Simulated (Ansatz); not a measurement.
**Sc under a change: pressure 0.3 GPa**

The parent structure is Sc in the hcp (Mg type) structure (space group P6_3/mmc, No. 194; a = 3.319 Å, c = 5.166 Å).

The change: a hydrostatic pressure of 0.3 GPa.

The values are results of PBE (Ansatz, an electronic-structure program; PAW; 420 eV plane waves; no SOC), not measurements. Settings: 16×16×9 k-points, 0.05 eV Fermi–Dirac smearing.

| quantity | base | changed | shift |
|---|---|---|---|
| density | 3.03 g/cm³ | 3.05 g/cm³ | +0.02 g/cm³ |
| lattice parameter a | 3.319 Å | 3.313 Å | -0.006 Å |
| c/a ratio | 1.556 | 1.556 | 0.000 |
| shortest interatomic distance | 3.216 Å | 3.210 Å | -0.006 Å |
| enthalpy H = E + PV relative to the base's energy | – | +0.05 eV/atom | – |
| band gap | zero | zero | – |

Final structure:

```xyz
2
Lattice="3.3135 0.0000 0.0000 -1.6567 2.8696 0.0000 0.0000 0.0000 5.1562" Properties=species:S:1:pos:R:3 pbc="T T T"
Sc     0.0000     1.9130     3.8671
Sc     1.6567     0.9565     1.2890
```

Load acts through the strain it causes; cell and atoms are relaxed under it. No phonon test of stability was made. All final runs are without spin polarisation.
